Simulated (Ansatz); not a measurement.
SrPb$_{3}$ in the Cu3Au type structure (space group Pm-3m, No. 221; a cell from a computed database, its experimental status unchecked)

```yaml
crystal:
  lattice:
    - [4.94229, 0.00000, 0.00000]
    - [0.00000, 4.94229, 0.00000]
    - [0.00000, 0.00000, 4.94229]
  atoms:
    - { symbol: Sr, position: [0.00000, 0.00000, 0.00000] }
    - { symbol: Pb, position: [0.00000, 0.50000, 0.50000] }
    - { symbol: Pb, position: [0.50000, 0.00000, 0.50000] }
    - { symbol: Pb, position: [0.50000, 0.50000, 0.00000] }
```

All numbers come from plane-wave PAW DFT at the PBEsol level (Ansatz, an electronic-structure program, 420 eV), scalar-relativistic without spin-orbit coupling. k-mesh 10×10×10 (Γ-centred); smearing 0.05 eV (Fermi–Dirac).

```yaml
volume_per_atom: 30.18 Å³
density: 9.76 g/cm³
band_gap: zero
total_energy: -9689.653 eV/atom (σ→0; compares only within this code and set-up)
```

Whether these cells are dynamically stable was not tested.
